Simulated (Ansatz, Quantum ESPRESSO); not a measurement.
**NiO₂ (P-3m1, 3 atoms in the cell) computed with different codes at matched settings**

Zone-centre phonon calculation.

```xyz
3
Lattice="2.7299 0.0000 0.0000 -1.3650 2.3642 0.0000 0.0000 0.0000 4.5047" Properties=species:S:1:pos:R:3 pbc="T T T"
Ni     0.0000     0.0000     2.2523
O      1.3650     0.7881     3.1805
O      0.0000     1.5761     1.3242
```

Shared settings, as Ansatz (a first-principles code) writes them: kpoints.mp_grid.grid = 11 11 6; scf.occupations.method = fixed. Potentials and cutoffs stand in the table.

```
code                                                            model  highest zone-centre frequency, without LO-TO term (cm⁻¹)  mean ε∞ at this mesh   cutoff
----------------  ---------------------------------------------------  --------------------------------------------------------  --------------------  -------
Quantum ESPRESSO  LDA (PZ), GBRV 1.5 ultrasoft (LDA) pseudopotentials                                                       689                  11.0    50 Ry
Ansatz                            LDA (PW92), PAW files made with PBE                                                       680                  11.3  default
```

The spread over the programs that give each value: highest zone-centre frequency, without LO-TO term within 9.0 cm⁻¹; mean ε∞ at this mesh within 0.30 .

The same LDA comes in different parametrisations, which differ slightly.

The starting cell comes from a database of computed structures (which also holds hypothetical and non-ambient phases and stackings), without a prior relaxation at this level. Its lattice was rescaled by a random factor within 2.5 % of one.

Keys are those of Ansatz 0.2.
